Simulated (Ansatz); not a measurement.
The reference is a 16-atom supercell of HgTe in the zinc blende structure (space group F-43m, No. 216; a = 6.651 Å) at its relaxed geometry.

Method: Ansatz (a program for electronic structure), PBE, PAW, cutoff 420 eV, scalar-relativistic without spin-orbit coupling, earlier PAW set.

One neutral defect a cell, atoms relaxed at fixed cell.

One change was made to it. Results:

```json
[
 {"quantity": "largest displacement of a host atom from its site in the perfect cell", "base": "–", "after": "0.18 Å"},
 {"quantity": "pressure", "base": "0.0 GPa", "after": "-1.7 GPa"}
]
```

Question: Which change produced these results?
A. Hg vacancy
B. Te vacancy, symmetric start
C. Sb on a Te site

Answer: A, Hg vacancy. For comparison, the pressure in the other runs: Te vacancy, symmetric start gives 0.2 GPa; Sb on a Te site gives -0.2 GPa.

In so small a cell the defect repeats every few ångströms: this is an ordered compound, not a dilute defect. Defects with a symmetric start kept the site's symmetry and may sit on a saddle; the others started slightly shaken. All final runs are without spin polarisation.
